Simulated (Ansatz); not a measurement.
MgTe: band gap against strain

MgTe (wurtzite, P6_3mc, 33.389 Å³/atom at rest, c along z) under an equal strain ε along all three axes. PBEsol in Ansatz, a plane-wave DFT program (PAW, default set), 420 eV, 8×8×5 Γ-centred mesh, Fermi-Dirac smearing 0.05 eV; ions are relaxed within the symmetry of each cell. Gaps are the smallest over the k-mesh and a band path, without spin-orbit coupling; in all rows the valence edge lies at Γ and the conduction edge at Γ.

Here s stands for strain and Eg for gap.

```
strain (%)  gap (eV)
----------  --------
-3.00              ?
-1.80          2.633
-1.20          2.549
-0.60          2.467
0.00           2.387
```

Taking a straight line for Eg over the 4 complete rows: Means: s -0.90000, Eg 2.5090. About the means, the sum of products is -0.24600 and the sum of squares of s is 1.8000; the slope is their ratio. Least squares gives Eg = 2.3860 - 0.13667·s. Residuals (row less fit): 0.0010, -0.0010, -0.0010, 0.0010; standard error 0.0014 (degrees of freedom: 2). Over these rows the gap moves by -14 ± 0.1 eV per unit strain, or -4.6 eV per unit of ln V.

Problem. Estimate the missing Eg (s = -3.00); what did the run itself give?

Solution. Eg = 2.3860 - 0.13667 × (-3.0) = 2.7960 eV. The calculation gives 2.805 eV, 0.0090 eV above the prediction (2.2 % of the range of Eg in the table). The row lies outside the fitted rows, so this is an extrapolation. From the scatter of the fitted rows alone, a prediction at this place has a standard error of 0.0027 eV, so the miss is 3.3 times that.

One order more, fitted to all 6 runs of the series, follows each within 0.001, so the miss is the next term of a smooth law. Other structures, which can take over under pressure, weren't tried. Spin-orbit coupling is left out, which can shift this property for MgTe. Rows are the converged runs of the series near zero and its far end; series whose fitted rows scatter by over a few per cent of the range, as at a crossing or softening among them, aren't shown in this form. Most that stay on the fit to the last digits aren't either.
